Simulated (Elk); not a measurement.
Worked example: self-consistent single point of Nb (Im-3m, 1 atom in the cell) in Elk.

Computed with PBE, spin-orbit coupling in second variation, all-electron FP-LAPW, Elk's shipped species files, APW+lo basis with extra local orbitals run with Elk.

```xyz
1
Lattice="-1.6837 1.6837 1.6837 1.6837 -1.6837 1.6837 1.6837 1.6837 -1.6837" Properties=species:S:1:pos:R:3 pbc="T T T"
Nb     0.0000     0.0000     0.0000
```

Reference input (self-consistent single point, DFT, PBE, all-electron FP-LAPW, Elk's shipped species files, APW+lo basis with extra local orbitals): xctype = 20; rgkmax = 8; swidth = 0.00367493 Ha; ngridk = 11 11 11; gmaxvr = 16 1/bohr; nxlo = 2; lorbcnd = true; lmaxi = 3; maxscl = 100. This run's input differs from it in these lines:

```diff
@@ -5,2 +5,5 @@
   20
+
+spinorb
+  .true.
 
@@ -20,2 +23,5 @@
   3
+
+nempty
+  10
```

Output, abridged:

```
│ Self-consistent loop started │
│ Loop number : 1 │
 total energy                :     -3819.34635746
 total moment                :   0.1798702453E-27 -0.1348130065E-22  0.9105033886E-22
│ Loop number : 2 │
 total energy                :     -3819.43939316
 total moment                :  -0.1253720520E-25 -0.1938452557E-21  0.1092092965E-21
RMS change in Kohn-Sham potential (target) :   0.8538410594E-01 (  0.1000000000E-05)
Absolute change in total energy (target)   :   0.9303569333E-01 (  0.1000000000E-03)
│ Loop number : 3 │
 total energy                :     -3819.53858612
   [... lines left out ...]
 total energy                :     -3820.54737819
 total moment                :  -0.3062187044E-23  0.9024373148E-22  0.7335495513E-24
RMS change in Kohn-Sham potential (target) :   0.1621611095E-05 (  0.1000000000E-05)
Absolute change in total energy (target)   :   0.1277234451E-03 (  0.1000000000E-03)
│ Loop number : 13 │
 total energy                :     -3820.54731752
 total moment                :  -0.4900456287E-24  0.5508860057E-22 -0.3922352285E-24
RMS change in Kohn-Sham potential (target) :   0.1518007935E-06 (  0.1000000000E-05)
Absolute change in total energy (target)   :   0.2873601625E-04 (  0.1000000000E-03)
Convergence targets achieved

│ Loop number : 14 │

Energies :
 Fermi                       :     0.379269171463
 xc effective B-field        :    -0.519756621384E-10
 external B-field            :      0.00000000000
 total energy                :     -3820.54731051
 (external B-field energy excluded from total)

Density of states at Fermi energy :    45.62664606
 (states/Hartree/unit cell)

Estimated indirect band gap :   0.2179992058E-02
 from k-point     25 to k-point     34
Estimated direct band gap   :   0.3709714497E-02
 at k-point      7

Charges :
 core                        :    28.00000000
 valence                     :    13.00000000
 interstitial                :    1.759390582
 muffin-tins (core leakage)
  species :    1 (Nb)
   atom    1                 :    39.24060942     (  0.9274672585E-06)
   [... lines left out ...]

Moments :
 interstitial                :  -0.5794712079E-24  0.2328825785E-23  0.1122967688E-23
 muffin-tins
  species :    1 (Nb)
   atom    1                 :    0.000000000      0.6629380314E-22 -0.1066700408E-21
 total in muffin-tins        :    0.000000000      0.6629380314E-22 -0.1066700408E-21
 total moment                :  -0.5794712079E-24  0.6862262893E-22 -0.1055470731E-21

│ Self-consistent loop stopped │
```

The run converged in 14 iterations. The count includes the last loop, which Elk runs after its targets are met. 

The starting cell comes from a database of computed structures (which also holds hypothetical and non-ambient phases and stackings), without a prior relaxation at this level. Its lattice was rescaled by a random factor within 2.5 % of one. Values depend on the basis (sphere radii, cutoffs, local orbitals), which need not be converged. The log's line on a gap gives a spacing of levels on this mesh, which the program prints for metals too.
